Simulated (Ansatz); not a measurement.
## Pressure series in GaAs

Take GaAs in the zinc blende structure (space group F-43m, No. 216; a = 5.6656 Å) as the base.

Cell and atoms are relaxed at each pressure.

Computed with DFT with r2SCAN, PAW potentials and a 500 eV plane-wave cutoff in Ansatz (a quantum-chemistry and plane-wave program), no spin-orbit coupling, earlier PAW set.

Notes on the quantities. hole mass: degenerate bands, along [100].

```
change            width of the top valence band  volume per atom                    hole mass  band gap
----------------  -----------------------------  ---------------  ---------------------------  --------
base                                    3.40 eV         22.73 Å³  0.051, 0.34, 0.34 mₑ (at Γ)   0.97 eV
pressure −2 GPa                         3.26 eV         23.41 Å³  0.040, 0.35, 0.35 mₑ (at Γ)   0.73 eV
pressure −1 GPa                         3.33 eV         23.06 Å³  0.046, 0.35, 0.35 mₑ (at Γ)   0.86 eV
pressure 1.8 GPa                        3.51 eV         22.20 Å³  0.059, 0.33, 0.33 mₑ (at Γ)   1.16 eV
pressure 4.2 GPa                        3.65 eV         21.59 Å³  0.069, 0.32, 0.32 mₑ (at Γ)   1.39 eV
pressure 9 GPa                          3.90 eV         20.59 Å³  0.084, 0.30, 0.30 mₑ (at Γ)   1.56 eV
pressure 18 GPa                         4.30 eV         19.19 Å³   0.10, 0.28, 0.28 mₑ (at Γ)   1.41 eV
pressure 30 GPa                         4.75 eV         17.86 Å³   0.12, 0.25, 0.25 mₑ (at Γ)   1.23 eV
pressure 45 GPa                         5.22 eV         16.66 Å³   0.14, 0.23, 0.23 mₑ (at Γ)   1.03 eV
pressure 60 GPa                         5.64 eV         15.75 Å³   0.15, 0.21, 0.21 mₑ (at Γ)   0.85 eV
```

Load acts through the strain it causes; cell and atoms are relaxed under it. Masses are band curvatures over ±0.01 Å⁻¹ around the edge. Whether these cells are dynamically stable was not tested. Measured, GaAs leaves this structure (for a Cmcm phase) near 15 GPa (room temperature; as listed in arXiv:1906.07825).
